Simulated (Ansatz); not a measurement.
Structures of equal composition on the (100) surface of germanium (Ge plane on top): 1x1 symmetric dihydride; 1x1 canted dihydride. The slabs share one bottom face, and each structure is named by its start. These are constructed structures in small cells; real faces may alloy, dewet or reconstruct in larger ones, and not all known structures of the face are among them. Slabs of about 11 Å, Fermi-Dirac smearing of 0.025 eV. Bottom of the slabs: dihydride, held. Relaxed from the named starts with such symmetry as they have, on meshes of like density; energies extrapolated to zero smearing; spin only where a row says so; no spin-orbit coupling, no U. Brackets mark spin-polarised runs, whose order is one that fits the cell. Where a second, spin-polarised start was run, the lower counts.

All values below come from PBE (plane waves to 420 eV, PAW; Ansatz, an electronic-structure program).

Q: Put the candidates in order of energy per 1x1 cell, lowest first, for PBE.

A: 1x1 canted dihydride (0.000 eV), 1x1 symmetric dihydride (0.034 eV)
